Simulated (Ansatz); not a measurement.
Data:

```yaml
crystal:
  lattice:
    - [0.00000, 2.75326, 2.75326]
    - [2.75326, 0.00000, 2.75326]
    - [2.75326, 2.75326, 0.00000]
  atoms:
    - { symbol: Ga, position: [0.00000, 0.00000, 0.00000] }
    - { symbol: P, position: [0.25000, 0.25000, 0.25000] }
```

Computed with PBE, rigid bands (plane waves, PAW, scalar-relativistic; Ansatz, a first-principles code). Condition of this run: functional PBE, cell relaxed with it. Cell: cell and atoms relaxed with PBE.

Question: What conductivity effective mass do dilute electrons have at 300 K?

Answer: 0.21 mₑ.

Question: Predict the hole conductivity mass (n e² τ/σ) at 300 K, by direction if it differs.

Answer: 0.44 mₑ.

Question: And the band gap?

Answer: 1.58 eV at this level; semilocal functionals usually fall short of the measured gap.

Rigid bands, one relaxation time for all states, no polarons. Spin-orbit coupling is left out; where it splits the top of the valence band it changes the hole mass and lowers the gap by about a third of the splitting.
